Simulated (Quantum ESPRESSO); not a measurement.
**Habitual settings against a tight run: a sheet of MgI₂ (3 atoms in the cell)**

Self-consistent single point.

```xyz
3
Lattice="4.1016 0.0000 0.0000 -2.0508 3.5520 0.0000 0.0000 0.0000 17.3351" Properties=species:S:1:pos:R:3 pbc="T T T"
Mg     0.0000     0.0000     8.6676
I      0.0000     2.3680    10.3351
I      2.0508     1.1840     7.0000
```

Method: PBE, GBRV 1.5 ultrasoft (PBE) pseudopotentials (plane waves; Quantum ESPRESSO).

Base settings: ecutwfc = 40 Ry; ecutrho = 200 Ry; occupations = smearing; smearing = mp; degauss = 0.019992 Ry; potentials = {Mg: mg_pbe_v1.4.uspp.F.UPF, I: i_pbe_v1.uspp.F.UPF}; K_POINTS = automatic 8 8 1 0 0 0; conv_thr = 1e-11 Ry; mixing_beta = 0.4.

Tight run (finer mesh or higher cutoff; not a proven limit): ecutwfc: 40 Ry → 56 Ry; ecutrho: 200 Ry → 280 Ry; conv_thr: 1e-11 Ry → 7.3e-11 Ry; K_POINTS: automatic 8 8 1 0 0 0 → automatic 11 11 1 0 0 0. It gave top of the valence band (on the code's own zero) -2.45 eV; gap on the k-point mesh 3.69 eV; pressure averaged over the cell with its vacuum 0.69 GPa; largest force (vector length) 0.218 eV/Å.

Quick runs, as changes from the base:
- A: ecutwfc: 40 Ry → 20 Ry; ecutrho: 200 Ry → 100 Ry; smearing: mp → gauss; degauss: 0.019992 Ry → 0.036749 Ry; pseudopotentials: {Mg: mg_pbe_v1.4.uspp.F.UPF, I: i_pbe_v1.uspp.F.UPF} → {Mg: mg_lda_v1.4.uspp.F.UPF, I: i_lda_v1.uspp.F.UPF}; K_POINTS: automatic 8 8 1 0 0 0 → automatic 2 2 1 0 0 0 [LDA (PZ)]
- B: ecutwfc: 40 Ry → 24 Ry; ecutrho: 200 Ry → 120 Ry; K_POINTS: automatic 8 8 1 0 0 0 → automatic 1 1 1 0 0 0
- C: ecutwfc: 40 Ry → 20 Ry; ecutrho: 200 Ry → 100 Ry; conv_thr: 1e-11 Ry → 7.3e-05 Ry
- D: ecutwfc: 40 Ry → 32 Ry; ecutrho: 200 Ry → 160 Ry; degauss: 0.019992 Ry → 0.0147 Ry; pseudopotentials: {Mg: mg_pbe_v1.4.uspp.F.UPF, I: i_pbe_v1.uspp.F.UPF} → {Mg: mg_lda_v1.4.uspp.F.UPF, I: i_lda_v1.uspp.F.UPF}; K_POINTS: automatic 8 8 1 0 0 0 → automatic 6 6 1 0 0 0 [LDA (PZ)]
- E: ecutwfc: 40 Ry → 32 Ry; ecutrho: 200 Ry → 160 Ry; smearing: mp → gauss; degauss: 0.019992 Ry → 0.0147 Ry; K_POINTS: automatic 8 8 1 0 0 0 → automatic 2 2 1 0 0 0

Dashes: energy of A, D, another energy zero; gap of A, B, E, left out as unsure on this mesh or at this smearing.

Gaps are read on each run's own mesh, which may miss the band edges.

† marks runs with another functional, U, potentials or spin treatment: their distance from the tight run is not a convergence error alone.

The count of work is k-points × plane waves × bands × iterations; it is no time. 

The starting cell was generated: these elements placed on a structure prototype, without a prior relaxation; it need not be a known phase or ordering of this composition. Its lattice was rescaled in the plane by a random factor within 2.5 % of one. Spin-orbit coupling is off.

```tsv
run	energy less tight (meV/atom)	largest miss in a force vector (eV/Å)	gap on the mesh less tight (eV)	count of work / tight
A†	–	0.564	–	0.030
B	3455.2	0.456	–	0.023
C	2073.7	0.039	-0.069	0.068
D†	–	0.329	-0.186	0.21
E	347.4	0.216	–	0.065
```

Among the runs at the tight run's level, the energy misses run from 347.4 to 3455.2 meV/atom.

Left out of this page: 1 run of the series outside the window shown, repeating another row's setting, or not comparable.
